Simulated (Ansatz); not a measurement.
Levels about the gap of amorphous Al$_{28}$O$_{43}$Ca (72 atoms in a cell of 793 Å³, 3.11 g/cm³; zone centre alone, so wide bands show as single levels with stretches between that a denser mesh fills), at the geometry that PBE relaxed, where it gives 4.6 GPa on a denser mesh. The participation number counts the atoms over which a state spreads; weights are charges in smoothed Voronoi cells. The levels come from a single point, so bond lengths are those of that geometry. Method of the levels: PBE, scalar-relativistic without spin-orbit coupling (Ansatz, a quantum-chemistry and plane-wave program). Sampling: the zone centre alone; Fermi-Dirac width 0.02 eV; no spin polarisation. At PBE the levels at the filled edge of the gap are localised (band-tail or defect states), and the nearest spread-out levels lie 4.3 eV apart at the zone centre.

A CHGNet melt-quench gave the starting glass, which DFT then relaxed. O atoms were pushed apart under 1.9 Å during the dynamics, to hinder bonds among them. The hot cell started wider than the set density and was brought back towards it in steps. It is the lowest in DFT energy of 2 quenches. It is a model cell: composition and starting density were chosen by hand, and all elements were melted together. No dispersion term was used. Its density started from a set value of 3.11 and ended at 3.11 g/cm³. Cooling (nominally 340 K/ps over its main leg) ran many orders faster than in experiment, which tends to leave more defects and strain. Values belong to this one cell and scatter from quench to quench. The volume was held where the preparation left it and the shape relaxed, at a PBE pressure of 4.6 GPa. Stress components on the final sampling reach 4.6 GPa.

```json
[
 {"E - E(highest filled), eV": "-0.47", "filling": "filled", "participation number": "8.1", "largest on": "O, 3 neighbours", "weight O": "0.94", "weight Al": "0.05", "weight Ca": "0.00"},
 {"E - E(highest filled), eV": "-0.44", "filling": "filled", "participation number": "8.3", "largest on": "O, 2 neighbours", "weight O": "0.94", "weight Al": "0.06", "weight Ca": "0.00"},
 {"E - E(highest filled), eV": "-0.38", "filling": "filled", "participation number": "8.7", "largest on": "O, 2 neighbours", "weight O": "0.94", "weight Al": "0.06", "weight Ca": "0.00"},
 {"E - E(highest filled), eV": "-0.35", "filling": "filled", "participation number": "6.1", "largest on": "O, 3 neighbours", "weight O": "0.95", "weight Al": "0.05", "weight Ca": "0.00"},
 {"E - E(highest filled), eV": "-0.26", "filling": "filled", "participation number": "13.6", "largest on": "O, 2 neighbours", "weight O": "0.95", "weight Al": "0.05", "weight Ca": "0.00"},
 {"E - E(highest filled), eV": "-0.19", "filling": "filled", "participation number": "4.1", "largest on": "O, 3 neighbours", "weight O": "0.95", "weight Al": "0.05", "weight Ca": "0.00"},
 {"E - E(highest filled), eV": "0.00", "filling": "filled", "participation number": "5.1", "largest on": "O, 2 neighbours", "weight O": "0.95", "weight Al": "0.05", "weight Ca": "0.00"},
 {"E - E(highest filled), eV": "3.76", "filling": "empty", "participation number": "66.2", "largest on": "Ca, 6 neighbours", "weight O": "0.59", "weight Al": "0.39", "weight Ca": "0.03"},
 {"E - E(highest filled), eV": "5.66", "filling": "empty", "participation number": "17.4", "largest on": "Ca, 6 neighbours", "weight O": "0.53", "weight Al": "0.29", "weight Ca": "0.19"},
 {"E - E(highest filled), eV": "5.90", "filling": "empty", "participation number": "26.6", "largest on": "Al, 5 neighbours", "weight O": "0.60", "weight Al": "0.38", "weight Ca": "0.02"},
 {"E - E(highest filled), eV": "6.01", "filling": "empty", "participation number": "38.8", "largest on": "Ca, 6 neighbours", "weight O": "0.56", "weight Al": "0.37", "weight Ca": "0.07"},
 {"E - E(highest filled), eV": "6.17", "filling": "empty", "participation number": "43.9", "largest on": "O, 3 neighbours", "weight O": "0.59", "weight Al": "0.39", "weight Ca": "0.02"},
 {"E - E(highest filled), eV": "6.27", "filling": "empty", "participation number": "13.5", "largest on": "Ca, 6 neighbours", "weight O": "0.49", "weight Al": "0.26", "weight Ca": "0.25"}
]
```

Most localised among these is the filled level at -0.19 eV, on a O atom, which has 3 neighbours (Al 1.83 Å, Al 1.84 Å, Al 1.86 Å).
